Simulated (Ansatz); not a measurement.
# A constructed model of the (0001) surface of hcp Co, ferromagnetic (in the relaxation 3 Bi–Co bonds broke), (√3x√3)R30° surface alloy, Bi on one Co site of the top plane (bottom of the slab: a bare face, its two planes held)

Level of theory: PBE (plane waves to 420 eV, PAW; Ansatz, a first-principles code).

Slab: 18 atoms, 10.1 Å thick at the start with caps and adatoms (thin: gaps and levels are the slab's own); k 10x10x1, smearing 0.1 eV, dipole-corrected; 6 atoms held, the rest relaxed; symmetry of the start imposed; spin-polarised, ending with about 27.7 μB a cell; orders that need a larger cell were not tried, no spin-orbit, no U. It is one candidate, not shown to be the stable structure of the face.

```yaml
work_function_of_the_top_face: 3.86 eV
energy_released_by_relaxation: 1.93 eV
magnetic_moment_of_the_cell: 27.73 μB
cost: very roughly 16 core-minutes
```
